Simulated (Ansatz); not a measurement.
The starting structures come from a database of crystals and need not be the phases stable at ambient conditions.

 Where the default PAW files enter, the runs use the earlier of Ansatz's two default sets.

Input:

```
CELL_PARAMETERS angstrom
      4.80146     0.00000     0.00000
      1.46610     4.57215     0.00000
      0.80105     0.58437     7.69603
ATOMIC_POSITIONS crystal
  P  0.07505 0.92495 0.25000
  P  0.92495 0.07505 0.75000
  Au 0.50000 0.00000 0.50000
  Au 0.00000 0.50000 0.00000
  O  0.20718 0.75124 0.08920
  O  0.79282 0.24876 0.91080
  O  0.24876 0.79282 0.41080
  O  0.75124 0.20718 0.58920
  O  0.09613 0.23967 0.21525
  O  0.90387 0.76033 0.78475
  O  0.76033 0.90387 0.28475
  O  0.23967 0.09613 0.71525
```

Space group of this cell: C2/c. The cell is taken as given; by PBEsol its mean pressure is 1.6 GPa.

Transport runs along the normal of the first two printed cell vectors.

No gap correction and no spin-orbit coupling; mid-gap values are interpolated between computed energies.

**Question.** Give the band gap and the smallest decay constant κ at mid-gap that PBEsol run with Ansatz (a first-principles code) yields.

**Answer.** Gap 1.84 eV on a 8×8×4 mesh; κ = 0.395 1/Å, at (0.500, 0.500) of the in-plane reciprocal vectors. At the zone centre, at the nearest computed energy, the slowest state has κ = 0.47 1/Å.
